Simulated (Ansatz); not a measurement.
**SiC, response to strain**

Take SiC in the wurtzite structure (space group P6_3mc, No. 186; a = 3.0920 Å, c = 5.0743 Å) as the base. Axes: x lies along a and z along c of the hexagonal cell.

Strains are applied to the cell and any free atomic positions relax; under biaxial strain the out-of-plane vector relaxes too.

Calculations: PBE (Ansatz, a program for electronic structure, PAW, scalar-relativistic without spin-orbit coupling).

| variant | out-of-plane strain | smallest direct gap |
|---|---|---|
| base | – | 3.94 eV |
| biaxial strain +0.60 %, plane normal [001], relaxed out of plane | -0.11 % | 3.87 eV |
| biaxial strain +1.80 %, plane normal [001], relaxed out of plane | -0.32 % | 3.71 eV |
| biaxial strain +2.40 %, plane normal [001], relaxed out of plane | -0.43 % | 3.63 eV |
| biaxial strain +3.00 %, plane normal [001], relaxed out of plane | ? | ? |

Q: What belongs in the blanks?

A: 
- biaxial strain +3.00 %, plane normal [001], relaxed out of plane, out-of-plane strain: -0.52 %
- biaxial strain +3.00 %, plane normal [001], relaxed out of plane, smallest direct gap: 3.55 eV

Semilocal Kohn–Sham gaps tend to fall short of experiment. No phonon test of stability was made.
